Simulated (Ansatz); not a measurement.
The starting structures come from a database of crystals and need not be the phases stable at ambient conditions.

 Where the default PAW files enter, the runs use the earlier of Ansatz's two default sets.

Data:

```yaml
crystal:
  lattice:
    - [3.59928, 0.00000, 0.00000]
    - [-1.79964, 3.11707, 0.00000]
    - [1.79964, 1.03902, 2.85064]
  atoms:
    - { symbol: Zr, position: [0.00000, 0.00000, 0.00000] }
    - { symbol: O, position: [0.50000, 0.75000, 0.75000] }
    - { symbol: O, position: [0.50000, 0.25000, 0.25000] }
```

Space group of this cell: R-3m. The cell is strained (lengths along the current scaled by 0.97, ions clamped); by r2SCAN its mean pressure is 8.5 GPa.

Transport runs along the normal of the first two printed cell vectors, the (111) (indices of the unstrained crystal) plane of the conventional cell.

The gap is the functional's own, uncorrected, and κ follows it; spin-orbit coupling is left out. Mid-gap values are interpolated between the computed energies.

**Question.** Estimate the band gap and the smallest decay constant κ at mid-gap that r2SCAN (Ansatz, a program for electronic structure) returns for this system.

**Answer.** Gap 3.99 eV on a 12×12×12 mesh; κ = 0.428 1/Å, at the zone centre.
